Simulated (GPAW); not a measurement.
GPAW run on InNi3N (Pm-3m, 5 atoms in the cell): self-consistent single point

Method of the run: LDA (Perdew-Wang 92), GPAW PAW datasets LDA (gpaw-data 1.0.1) (plane waves; GPAW).

This input was run:

```python
from ase import Atoms
from ase.units import GPa
from gpaw import GPAW

atoms = Atoms(['In', 'Ni', 'Ni', 'Ni', 'N'],
              cell=[[3.839860, 0.000000, 0.000000],
                    [0.000000, 3.839860, 0.000000],
                    [0.000000, 0.000000, 3.839860]],
              scaled_positions=[[0.000000, 0.000000, 0.000000],
                                [0.500000, 0.500000, 0.000000],
                                [0.000000, 0.500000, 0.500000],
                                [0.500000, 0.000000, 0.500000],
                                [0.500000, 0.500000, 0.500000]],
              pbc=True)

calc = GPAW(mode={'name': 'pw', 'ecut': 900},
            xc='LDA',
            kpts=(9, 9, 9),
            occupations={'name': 'methfessel-paxton', 'width': 0.1, 'order': 0},
            nbands=-13,
            convergence={'density': 1e-05, 'energy': 1e-05},
            symmetry={'symmorphic': False, 'tolerance': 0.0005},
            maxiter=150)

atoms.calc = calc

energy = atoms.get_potential_energy()
print('Energy (eV):', round(energy, 6))
forces = atoms.get_forces()
print('Forces (eV/Ang):')
print(forces.round(5))
stress = atoms.get_stress()
print('Stress (GPa, Voigt):', (stress / GPa).round(4))
```

Output, abridged:

```
Input parameters:
  convergence: {density: 1e-05,
                energy: 1e-05}
  kpts: [9 9 9]
  maxiter: 150
  mode: {ecut: 900,
         name: pw}
  nbands: -13
  occupations: {name: methfessel-paxton,
                order: 0,
                width: 0.1}
  symmetry: {symmorphic: False,
             tolerance: 0.0005}

species:
  In:
    name: Indium
    Z: 49.0
    valence: 13
    core: 36
    charge: 0.0
    file: In.LDA.gz

    # Using partial waves for In as LCAO basis

  Ni:
    name: Nickel
    Z: 28.0
    valence: 16
    core: 12
    charge: 0.0
    file: Ni.LDA.gz

    # Using partial waves for Ni as LCAO basis

  N:
    name: Nitrogen
    Z: 7.0
    valence: 5
    core: 2
    charge: 0.0
    file: N.LDA.gz

    # Using partial waves for N as LCAO basis

Reference energy: -285206.952475  # eV

Spin-paired calculation

Convergence criteria:
 Maximum [total energy] change in last 3 cyles: 1e-05 eV / valence electron
 Maximum integral of absolute [dens]ity change: 1e-05 electrons / valence electron
 Maximum integral of absolute [eigenst]ate change: 4e-08 eV^2 / valence electron
 Maximum number of scf [iter]ations: 150

Symmetries present (total): 48
Symmetries with fractional translations: 0
729 k-points: 9 x 9 x 9 Monkhorst-Pack grid
35 k-points in the irreducible part of the Brillouin zone
       k-points in crystal coordinates                weights
   0:     0.00000000    0.00000000    0.00000000          1/729
   1:     0.11111111    0.00000000    0.00000000          6/729
   2:     0.11111111    0.11111111    0.00000000         12/729
   [... 7 lines left out ...]
          ...
  34:     0.44444444    0.44444444    0.44444444          8/729

Wave functions: Plane wave expansion
  Cutoff energy: 900.000 eV
  Number of coefficients (min, max): 3431, 3499
  Pulay-stress correction: 0.000000 eV/Ang^3 (de/decut=0.000000)

Occupation numbers: Methfessel-Paxton:
  width: 0.1000  # eV
  order: 0

Eigensolver

Densities:
  Coarse grid: 27*27*27 grid
  Fine grid: 54*54*54 grid
  Total Charge: 0.000000

Density mixing:
  Method: separate
  Backend: pulay
  Linear mixing parameter: 0.05
  old densities: 5
  Damping of long wavelength oscillations: 50

Hamiltonian:
  XC and Coulomb potentials evaluated on a 54*54*54 grid
  External potential:
    NoExternalPotential

Number of atoms: 5
Number of atomic orbitals: 49
Number of bands in calculation: 46
Number of valence electrons: 66
Bands to converge: occupied

Density initialized from atomic densities
  46 bands from LCAO basis set

Atomic positions and initial magnetic moments

Positions:
   0 In     0.000000    0.000000    0.000000    ( 0.0000,  0.0000,  0.0000)
   1 Ni     1.919930    1.919930    0.000000    ( 0.0000,  0.0000,  0.0000)
   2 Ni     0.000000    1.919930    1.919930    ( 0.0000,  0.0000,  0.0000)
   3 Ni     1.919930    0.000000    1.919930    ( 0.0000,  0.0000,  0.0000)
   4 N      1.919930    1.919930    1.919930    ( 0.0000,  0.0000,  0.0000)

Unit cell:
           periodic     x           y           z      points  spacing
  1. axis:    yes    3.839860    0.000000    0.000000    27     0.1422
  2. axis:    yes    0.000000    3.839860    0.000000    27     0.1422
  3. axis:    yes    0.000000    0.000000    3.839860    27     0.1422

  Lengths:   3.839860   3.839860   3.839860
  Angles:   90.000000  90.000000  90.000000

Effective grid spacing dv^(1/3) = 0.1422

     iter     time        total  log10-change:
                         energy   eigst   dens
iter:   1 --:--:--   -40.705370
iter:   2 --:--:--   -39.982517   -0.34  -1.39
iter:   3 --:--:--   -38.863944   -0.90  -1.49
iter:   4 --:--:--   -38.837597   -1.86  -1.85
iter:   5 --:--:--   -38.856746   -2.81  -1.92
iter:   6 --:--:--   -38.868810   -2.48  -1.90
   [... 2 lines left out ...]
iter:   9 --:--:--   -38.771314   -3.02  -2.54
iter:  10 --:--:--   -38.770607   -4.67  -3.16
iter:  11 --:--:--   -38.770196   -5.84  -3.61
iter:  12 --:--:--   -38.769480   -4.41  -3.66
iter:  13 --:--:--   -38.769456   -6.26  -3.91
iter:  14 --:--:--   -38.769455c  -6.88  -4.04
iter:  15 --:--:--   -38.769452c  -7.25  -4.21
iter:  16 --:--:--   -38.769430c  -6.05  -4.29
iter:  17 --:--:--   -38.769436c  -7.02  -4.63
iter:  18 --:--:--   -38.769430c  -7.67c -4.60
iter:  19 --:--:--   -38.769430c  -8.01c -4.69
iter:  20 --:--:--   -38.769430c  -7.98c -4.87
iter:  21 --:--:--   -38.769430c  -9.39c -4.84
iter:  22 --:--:--   -38.769429c  -8.54c -4.89
iter:  23 --:--:--   -38.769429c  -9.67c -5.34c

Converged after 23 iterations.

Dipole moment: (0.000000, 0.000000, 0.000000) |e|*Ang

Energy contributions relative to reference atoms: (reference = -285206.952475)

Kinetic:        +44.992176
Potential:      -33.933768
External:        +0.000000
XC:             -50.058742
Entropy (-ST):   -0.011334
Local:           +0.236572
SIC:             +0.000000
--------------------------
Free energy:    -38.775096
Extrapolated:   -38.769429

Showing only first 2 kpts
 Kpt  Band  Eigenvalues  Occupancy
  0    31      8.88853    2.00000
  0    32      9.02471    2.00000
  0    33     10.62907    0.00000
  0    34     11.96982    0.00000

  1    31      8.89336    2.00000
  1    32      8.97897    2.00000
  1    33     10.67427    0.00000
  1    34     11.57679    0.00000

Fermi level: 9.75714

No gap
No difference between direct/indirect transitions
Energy (eV): -38.769429

Forces in eV/Ang:
  0 In   -0.00000   -0.00000    0.00000
  1 Ni    0.00000    0.00000    0.00000
  2 Ni    0.00000    0.00000    0.00000
  3 Ni    0.00000    0.00000    0.00000
  4 N     0.00000    0.00000    0.00000

Stress tensor:
     0.052507     0.000000     0.000000
     0.000000     0.052507     0.000000
     0.000000     0.000000     0.052507
Stress (GPa, Voigt): [8.4126 8.4126 8.4126 0.     0.     0.    ]
```

The run converged in 23 iterations. GPAW prints stress with tension positive.

At such cutoffs GPAW's stress carries a finite-basis (Pulay) error, which enters relaxed cells too; its log prints stress with tension positive.

The starting cell comes from a database of computed structures (which also holds hypothetical and non-ambient phases and stackings), without a prior relaxation at this level. Spin polarisation is off, so a magnetic state, if there is one, cannot be reached.

Cost on one core of a shared machine: roughly 2 min.
